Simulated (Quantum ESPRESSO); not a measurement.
One base run on SrLaMg₁₄ (P-6m2, 16 atoms in the cell) and variants with one or two settings moved

```yaml
crystal:
  lattice:
    - [6.87612, 0.00000, 0.00000]
    - [-3.43806, 5.95490, 0.00000]
    - [0.00000, 0.00000, 10.50938]
  atoms:
    - { symbol: Sr, position: [0.00000, 0.00000, 0.50000] }
    - { symbol: La, position: [0.00000, 0.00000, 0.00000] }
    - { symbol: Mg, position: [0.00762, 0.50381, 0.00000] }
    - { symbol: Mg, position: [0.49619, 0.99238, 0.00000] }
    - { symbol: Mg, position: [0.49619, 0.50381, 0.00000] }
    - { symbol: Mg, position: [0.00765, 0.50382, 0.50000] }
    - { symbol: Mg, position: [0.49617, 0.99235, 0.50000] }
    - { symbol: Mg, position: [0.49617, 0.50382, 0.50000] }
    - { symbol: Mg, position: [0.17520, 0.82480, 0.24777] }
    - { symbol: Mg, position: [0.64960, 0.82480, 0.75223] }
    - { symbol: Mg, position: [0.17520, 0.35040, 0.24777] }
    - { symbol: Mg, position: [0.17520, 0.82480, 0.75223] }
    - { symbol: Mg, position: [0.64960, 0.82480, 0.24777] }
    - { symbol: Mg, position: [0.17520, 0.35040, 0.75223] }
    - { symbol: Mg, position: [0.66667, 0.33333, 0.24899] }
    - { symbol: Mg, position: [0.66667, 0.33333, 0.75101] }
```

Base run A: PBEsol, GBRV 1.5 ultrasoft (PBESOL) pseudopotentials in Quantum ESPRESSO 7.5, self-consistent single point.

Its settings: ecutwfc = 40 Ry; ecutrho = 200 Ry; occupations = smearing; smearing = marzari-vanderbilt; degauss = 0.0099958 Ry; potentials = {Sr: sr_pbesol_v1.uspp.F.UPF, La: la_pbesol_v1.uspp.F.UPF, Mg: mg_pbesol_v1.4.uspp.F.UPF}; K_POINTS = automatic 6 6 3 0 0 0; conv_thr = 1e-09 Ry; mixing_beta = 0.7.

The starting cell comes from a database of computed structures (which also holds hypothetical and non-ambient phases and stackings), without a prior relaxation at this level. Its lattice was rescaled by a random factor within 2.5 % of one.

ΔF is the free energy per atom less that of run A. A dash stands where there is no value to compare (another energy zero or no entropy term, no result, no spin, no clean gap, or a mesh too coarse for one). Total energies depend on the potentials, the functional and any Hubbard or dispersion term, so they are compared only between runs that share all of them.

Runs:
- B: smearing: marzari-vanderbilt → gaussian; degauss: 0.0099958 Ry → 0.02205 Ry
- C: ecutwfc: 40 Ry → 28 Ry; ecutrho: 200 Ry → 140 Ry
- D: vdw_corr: default → grimme-d3; dftd3_version: default → 4; dftd3_threebody: default → true [PBEsol-D3(BJ) with three-body term]
- E: degauss: 0.0099958 Ry → 0.002205 Ry; K_POINTS: automatic 6 6 3 0 0 0 → automatic 4 4 2 0 0 0
- F: diago_david_ndim: default → 4
- G: ecutwfc: 40 Ry → 50 Ry; ecutrho: 200 Ry → 400 Ry; pseudopotentials: {Sr: sr_pbesol_v1.uspp.F.UPF, La: la_pbesol_v1.uspp.F.UPF, Mg: mg_pbesol_v1.4.uspp.F.UPF} → {Sr: Sr_pbe_v1.uspp.F.UPF, La: La.GGA-PBE-paw-v1.0.UPF, Mg: Mg.pbe-n-kjpaw_psl.0.3.0.UPF}; input_dft: default → pbesol

```tsv
run	ΔF (meV/atom)	pressure (GPa)	largest force (eV/Å)	k-points	valence electrons
A	0.00	-1.63	0.056	14	161
B	-12.2	-1.54	0.043	14	161
C	274.8	-14.73	0.060	14	161
D	–	-3.09	0.055	14	161
E	-0.75	-1.58	0.060	8	161
F	0.00	-1.63	0.057	14	161
G	–	-1.65	0.055	14	49
```

Run E against A: The free energy hardly moves (within 1 meV/atom), the pressure stays near -1.58 GPa while the zz stress (positive for compression) goes from -1.41 to -1.77 GPa and the largest force moves little (0.056 to 0.060 eV/Å).

Run B against A: The free energy falls by 12.2 meV/atom, the pressure moves little (-1.63 to -1.54 GPa) and the largest force goes from 0.056 to 0.043 eV/Å.
